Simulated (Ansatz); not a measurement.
Functionals compared on a constructed model of the (111) surface of fcc Pd, a pseudomorphic layer of In in the host's stacking (bottom of the slab: a bare face, its two planes held), in Ansatz (plane waves, PAW). The structure was relaxed with PBE; the other rows are single points on it. Cutoff 420 eV (500 eV for r2SCAN).

Set-up: 7 atoms, 13.8 Å thick at the start; mesh 15x15x1; 0.1 eV smearing; dipole correction on; 2 atoms held, the rest relaxed; start symmetry kept, larger cells not searched; no spin, no spin-orbit, no U. It is one candidate, not shown to be the stable structure of the face. These notes are the PBE run's.

```json
[
 {"functional": "PBE", "work function of the top face (eV)": "3.85", "rough cost of the single point": "–"},
 {"functional": "RPBE", "work function of the top face (eV)": "3.71", "rough cost of the single point": "very roughly 40 core-seconds"},
 {"functional": "r2SCAN", "work function of the top face (eV)": "(withheld)", "rough cost of the single point": "about 80 core-seconds (a rough figure)"}
]
```

### Question
Complete the blanks.

### Answer

- r2SCAN, work function of the top face (eV): 3.90

Ansatz is a quantum-chemistry and plane-wave program.
